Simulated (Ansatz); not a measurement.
Consider BAs in the zinc blende structure (space group F-43m, No. 216; a = 4.768 Å).

Method: PBEsol (Ansatz, a first-principles code; PAW; 420 eV plane waves; no spin-orbit coupling).

Before the change:

- Smallest direct gap: 3.25 eV
- Width of the top valence band: 5.27 eV
- Volume per atom: 13.55 Å³
- Gap character: indirect, Γ → Γ–X (82 % along)

One thing is altered: hydrostatic tension (pressure −1 GPa).

Q: Predict the new smallest direct gap.

A: The smallest direct gap stays essentially unchanged (3.25 eV against 3.24 eV).

Q: What happens to the width of the top valence band?

A: The width of the top valence band decreases by 0.04 eV to 5.23 eV.

Q: What happens to the volume per atom?

A: The volume per atom grows by 0.10 Å³ to 13.65 Å³.

Q: Estimate the effect on the gap character.

A: The gap character is still indirect, Γ → Γ–X (82 % along).

Load acts through the strain it causes; cell and atoms are relaxed under it. Whether these cells are dynamically stable was not tested.
